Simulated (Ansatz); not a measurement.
**ZnGeP2: uniaxial strain ε_xx = +1.50 %**

Base system: ZnGeP2 in the chalcopyrite structure (space group I-42d, No. 122; a = 5.374 Å, c = 10.625 Å). Axes: x, y, z lie along a, b, c of the conventional cell.

Perturbation: the cell is stretched by 1.50 % along x with no lateral relaxation; the atoms relax in the strained cell.

Computed with Ansatz (a first-principles code), LDA, PAW, cutoff 420 eV, no SOC. Γ-centred 9×9×9 mesh, Fermi–Dirac width 0.05 eV.

The shortest interatomic distance grows by 0.009 Å (2.317 Å → 2.326 Å) and the energy increases by 1.9 meV/atom. The pressure (mean of the normal stresses, compression positive) decreases by 1.28 GPa to -1.29 GPa and the band gap shrinks by 0.03 eV (1.00 eV → 0.97 eV). The gap character amounts to indirect, Γ → X–F₂ (33 % along) and the smallest direct gap shrinks by 0.03 eV (1.18 eV → 1.15 eV). The electron mass amounts to 0.96 mₑ along y, 0.26 mₑ across (off the special points) and the hole mass becomes 0.093 mₑ along z, 0.32 mₑ across (at Γ) (base: 0.099 mₑ along c, 0.32 mₑ across (at Γ)). The valence-band top at Γ (three highest levels, from the VBM) changes from 0.00, -0.07, -0.07 eV to 0.00, -0.06, -0.16 eV and the stress (xx, yy, zz, yz, xz, xy; compression positive) comes out as (-2.05, -0.90, -0.91, 0.00, 0.00, 0.00) GPa.

Masses are band curvatures over ±0.01 Å⁻¹ around the edge. Whether these cells are dynamically stable was not tested. k-point labels follow each cell's own Brillouin zone.
